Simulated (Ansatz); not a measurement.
The starting structures come from a database of crystals and need not be the phases stable at ambient conditions.

Where the default PAW files enter, the runs use the earlier of Ansatz's two default sets.

By PBEsol, the system below comes out a metal.

A figure of merit of an interconnect metal is its ballistic conductance per area.

```xyz
6
Lattice="2.9148 0.0000 0.0000 0.0000 9.0214 0.0000 0.0000 4.5107 2.6042" Properties=species:S:1:pos:R:3 pbc="T T T"
Ta     0.0000     0.0000     0.0000
Ta     1.4574     6.0143     0.0000
Ta     1.4574     3.0071     0.0000
N      0.0000     7.2514     1.0219
N      0.0000     4.5107     0.5605
N      0.0000     1.7700     1.0219
```

The cell is taken as given; by PBEsol it stands under a pressure of -5.7 GPa.

The current flows along the normal of the first two printed cell vectors, the (110) plane of the conventional cell. No spin-orbit coupling; the value is a mean over 0.1 eV about the Fermi level.

### Question
Compute, with Ansatz (an electronic-structure program) with PBEsol, the ballistic conductance per area.

### Answer
0.22 × 10¹⁵ S/m² for both spins.
